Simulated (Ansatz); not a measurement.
This Ansatz (a first-principles code) input is the reference run, HfN in the rock salt structure (space group Fm-3m, No. 225), computed with DFT with r2SCAN, PAW potentials and a 500 eV plane-wave cutoff in Ansatz, without spin-orbit coupling:

Ansatz 0.2 input:
```yaml
crystal:
  lattice:
    - [0, 2.2627377707, 2.2627377707]
    - [2.2627377707, 0, 2.2627377707]
    - [2.2627377707, 2.2627377707, 0]
  atoms:
    - { symbol: N, position: [0, 0, 0] }
    - { symbol: Hf, position: [0.5, 0.5, 0.5] }
basis: { ecutwfc: 500, ecutrho_ratio: 4, xc_grid: 4, fft_grid_basis: typed }
kpoints: { mp_grid: { grid: [18, 18, 18] } }
hamiltonian:
  xc: r2scan
  dispersion: none
  pseudopotentials: { kind: paw }
scf: { occupations: { method: fermi_dirac, width: 0.05 }, convergence: { dr2_threshold: 0.0000000002 } }
output: { forces: true, stress: true }
```

Q: Write the input for this change: a pure shear with ε_xz = ε_zx = -0.0087, atoms relaxed at fixed cell.

A: 
Ansatz 0.2 input:
```yaml
crystal:
  lattice:
    - [-0.0196858186, 2.2627377707, 2.2627377707]
    - [2.2430519521, 0, 2.2430519521]
    - [2.2627377707, 2.2627377707, -0.0196858186]
  atoms:
    - { symbol: N, position: [0, 0, 0] }
    - { symbol: Hf, position: [0.5, 0.5, 0.5] }
basis: { ecutwfc: 500, ecutrho_ratio: 4, xc_grid: 4, fft_grid_basis: typed }
kpoints: { mp_grid: { grid: [18, 18, 18] } }
hamiltonian:
  xc: r2scan
  dispersion: none
  pseudopotentials: { kind: paw }
scf: { occupations: { method: fermi_dirac, width: 0.05 }, convergence: { dr2_threshold: 0.0000000002 } }
relax: { f_tol: 0.005, max_steps: 50 }
output: { forces: true, stress: true }
checkpoint: { write: state.ck, write_every: 1000 }
```
This is the input that was run.

The cells carry an imposed strain or load. Stability against distortions was not tested. All final runs are without spin polarisation. An odd electron count without spin: HfN.
